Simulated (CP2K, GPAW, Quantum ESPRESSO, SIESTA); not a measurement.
# Al2Pd (P1, 3 atoms in the cell) computed with different codes at matched settings

Self-consistent single point, at a second geometry (atoms moved at random). First geometry:

```
Al2Pd
1.0
    0.00000     2.94954     2.94954
    2.94954     0.00000     2.94954
    2.94954     2.94954     0.00000
Al Pd
2 1
Direct
  0.25000   0.25000   0.25000
  0.75000   0.75000   0.75000
  0.00000   0.00000   0.00000
```

Second geometry:
```
Al2Pd
1.0
    0.00000     2.94954     2.94954
    2.94954     0.00000     2.94954
    2.94954     2.94954     0.00000
Al Pd
2 1
Cartesian
  1.49655   1.40654   1.47492
  4.43065   4.47593   4.46149
 -0.02813   0.01660  -0.03734
```

Shared settings, as Quantum ESPRESSO writes them: occupations = smearing; smearing = gauss; degauss = 0.0099958 Ry; K_POINTS = automatic 7 7 7 0 0 0. Potentials and cutoffs stand in the table.

```
code                                                                                                                                      model  ΔF from the first geometry (meV/atom)  pressure (GPa)  largest force (eV/Å)       cutoff
----------------  -----------------------------------------------------------------------------------------------------------------------------  -------------------------------------  --------------  --------------------  -----------
SIESTA            GGA PBEsol, numerical atomic orbitals DZP, PseudoDojo PBEsol standard norm-conserving potentials (rewritten from UPF to PSML)                                   19.1            0.71                 0.750  grid 350 Ry
GPAW                                                                                      PBEsol, GPAW PAW datasets PBEsol (made by gpaw-setup)                                   17.4            0.25                 0.684       600 eV
CP2K                                                                 PBEsol, GPW, DZVP-MOLOPT-SR-GTH basis, GTH-PBE potentials (GTH_POTENTIALS)                                   18.2            1.52                 0.719  grid 500 Ry
Quantum ESPRESSO                                                          PBEsol, PseudoDojo standard norm-conserving (PBESOL) pseudopotentials                                   17.4           -0.09                 0.684        85 Ry
```

Size of the force on each atom (eV/Å): Sizes of forces hide their directions.

```csv
code,Al1,Al2,Pd3
SIESTA,0.691,0.592,0.750
GPAW,0.630,0.540,0.684
CP2K,0.658,0.564,0.719
Quantum ESPRESSO,0.631,0.540,0.684
```

On SIESTA's run: spin polarisation is off.

The spread over the programs that give each value: ΔF from the first geometry within 1.7 meV/atom; pressure within 1.61 GPa; largest force within 0.066 eV/Å.

SIESTA and CP2K use small atom-centred bases, whose incompleteness enters pressures, forces and empty levels differently from a plane-wave cutoff. In the pressure, CP2K (by 1.44) lies more than 1 GPa from the median of the plane-wave programs.

The starting cell comes from a database of computed structures (which also holds hypothetical and non-ambient phases and stackings), without a prior relaxation at this level. For this run, on top of that: atoms moved at random.

Left out of this page: Elk (not drawn, or without a comparable value).
